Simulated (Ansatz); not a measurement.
**Pressure series in GaN**

The reference is GaN in the wurtzite structure (space group P6_3mc, No. 186; a = 3.183 Å, c = 5.184 Å).

Cell and atoms are relaxed at each pressure.

Method: r2SCAN, PAW, 500 eV (Ansatz, a program for electronic structure; spin-orbit coupling left out).

```json
[
 {"pressure (GPa)": "-2", "volume per atom (Å³/atom)": "11.490"},
 {"pressure (GPa)": "-1", "volume per atom (Å³/atom)": "?"},
 {"pressure (GPa)": "0", "volume per atom (Å³/atom)": "11.371"},
 {"pressure (GPa)": "7", "volume per atom (Å³/atom)": "11.001"},
 {"pressure (GPa)": "15", "volume per atom (Å³/atom)": "10.644"},
 {"pressure (GPa)": "30", "volume per atom (Å³/atom)": "10.103"},
 {"pressure (GPa)": "50", "volume per atom (Å³/atom)": "9.546"},
 {"pressure (GPa)": "75", "volume per atom (Å³/atom)": "9.011"},
 {"pressure (GPa)": "100", "volume per atom (Å³/atom)": "8.588"}
]
```

Fit the third-order Birch–Murnaghan form P(V) = (3B₀/2)[(V₀/V)^(7/3) − (V₀/V)^(5/3)]·[1 + (3/4)(B₀′ − 4)((V₀/V)^(2/3) − 1)] (squares taken in P) to the rows shown and predict the withheld row.

Least squares on the printed values gives V₀ = 11.370 Å³/atom, B₀ = 199 GPa, B₀′ = 4.1; this predicts 11.428 Å³/atom, and the run gives 11.430 Å³/atom, 0.002 higher.

Load acts through the strain it causes; cell and atoms are relaxed under it. Stability against distortions was not tested. Measured, GaN leaves this structure (for rock salt) near 47 GPa (temperature not stated; as listed in Datta, Sujoy, Jana, Debnarayan, arXiv (2020)), on rising pressure, with hysteresis.
